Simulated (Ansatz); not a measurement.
# YB2C2 (space group P4/mbm, No. 127; a cell from a computed database, its experimental status unchecked)

YB2C2 is taken in the tetragonal space group P4/mbm (No. 127), Pearson symbol tP10. Lattice parameters: a = b = 5.3296 Å, c = 3.5045 Å, α = β = γ = 90.00°. Y on 2a has 8 C at 2.657 Å and 8 B at 2.712 Å. B on 4h sees 1 C at 1.519 Å and 2 C at 1.597 Å and 4 Y at 2.712 Å. C on 4h is coordinated by 1 B at 1.519 Å and 2 B at 1.597 Å and 4 Y at 2.657 Å. (Neighbours: up to the widest gap in distance over summed covalent radii, below 1.35, at either atom; cation-cation and far metal-metal contacts left out.)

Calculations: PBEsol/PAW in Ansatz (a program for electronic structure), no spin-orbit coupling. Settings: 9×9×13 k-points, 0.05 eV Fermi–Dirac smearing.

* **Volume per atom**: 9.95 Å³
* **Density**: 4.49 g/cm³
* **Band gap**: zero
* **Total energy**: -919.253 eV/atom (σ→0; compares only within this code and set-up)

Stability against distortions was not tested. The final runs are not spin-polarised.
